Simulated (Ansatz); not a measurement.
# Pressure series in Li2S

Take Li₂S in the anti-fluorite structure (space group Fm-3m, No. 225; a = 5.6549 Å) as the base.

Cell and atoms are relaxed at each pressure.

Computed with plane-wave PAW DFT at the PBEsol level (Ansatz, a program for electronic structure, 420 eV), without spin-orbit coupling.

Candidates:
(a) pressure −2 GPa
(b) pressure 5 GPa
(c) pressure 1.5 GPa

Before the change:

| Quantity | Value |
|---|---|
| Band gap | 3.20 eV |

### Question
Order them by band gap, highest first.

### Answer
(a) pressure −2 GPa (3.24 eV), (c) pressure 1.5 GPa (3.18 eV), (b) pressure 5 GPa (3.11 eV)

Load acts through the strain it causes; cell and atoms are relaxed under it. No phonon test of stability was made. No other phases were tried under pressure.
